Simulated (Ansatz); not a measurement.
## A constructed model of the (111) surface of fcc Pt, (√3x√3)R30° layer of Li, one a cell, on the site that continues the host's stacking (bottom of the slab: a bare face, its two planes held)

Computed with PBE (plane waves to 420 eV, PAW; Ansatz, an electronic-structure program).

Slab: 19 atoms, 13.7 Å thick at the start; k 9x9x1, smearing 0.1 eV, dipole-corrected; 6 atoms held, the rest relaxed; held to the start's symmetry, so lower structures may exist; no spin, no spin-orbit, no U. It is one candidate, not shown to be the stable structure of the face.

```json
{
  "work_function_of_the_top_face": "2.17 eV",
  "energy_released_by_relaxation": "0.19 eV",
  "cost": "very roughly 5 core-minutes"
}
```
